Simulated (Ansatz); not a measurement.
# A computed series for ZrRuAs: pressure series

The parent structure is ZrRuAs (space group P-62m, No. 189; a = 6.5506 Å, c = 3.8908 Å; a cell from a computed database, its experimental status unchecked).

Cell and atoms are relaxed at each pressure.

Calculations: PBEsol in Ansatz (plane waves to 420 eV, PAW, spin-orbit coupling left out).

| P (GPa) | V (Å³/atom) |
|---|---|
| -2.00 | 16.226 |
| -1.00 | 16.145 |
| 0.30 | 16.042 |
| 0.70 | 16.012 |
| 1.50 | 15.951 |
| 3.00 | 15.841 |
| 5.00 | 15.700 |
| 7.50 | 15.534 |
| 10.00 | 15.376 |

A third-order Birch–Murnaghan fit to these points gives V₀ = 16.07 Å³/atom, B₀ = 206 GPa and B₀′ = 4.6. At pressure 10 GPa the volume is 95.7 % of V₀.

Load acts through the strain it causes; cell and atoms are relaxed under it. No phonon test of stability was made. No other phases were tried under pressure. All final runs are without spin polarisation. An odd electron count without spin: ZrRuAs.

Ansatz is a quantum-chemistry and plane-wave program.
